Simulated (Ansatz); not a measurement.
CdSe: isotropic strain +3.00 %

The reference is CdSe in the wurtzite structure (space group P6_3mc, No. 186; a = 4.383 Å, c = 7.154 Å).

It is then changed as follows: the cell is scaled by 1.0300 in all directions, atoms relaxed at fixed cell.

Level of theory: PBE, PAW, 420 eV (Ansatz, a program for electronic structure; no SOC). k-mesh 9×9×5 (Γ-centred); smearing 0.05 eV (Fermi–Dirac).

```tsv
quantity	base	changed	shift
volume per atom	29.75 Å³	32.51 Å³	+2.76 Å³
space group	P6_3mc (No. 186)	P6_3mc (No. 186)	–
shortest interatomic distance	2.682 Å	2.762 Å	+0.080 Å
energy relative to the base (free energy F)	0 meV/atom	+30 meV/atom	+30 meV/atom
pressure (mean of the normal stresses, compression positive)	0.0 kbar	-32.1 kbar	-32.1 kbar
band gap	0.54 eV	0.35 eV	-0.19 eV
gap character	direct at Γ	direct at Γ	–
mean gap deformation potential ΔEg/Δln V	–	-2.2 eV	–
electron mass	–	0.042 mₑ (at Γ)	–
valence-band top at Γ (three highest levels, from the VBM)	0.00, 0.00, -0.04 eV	0.00, 0.00, -0.03 eV	–
```

Effective masses come from finite differences of ±0.01 Å⁻¹. No phonon test of stability was made.
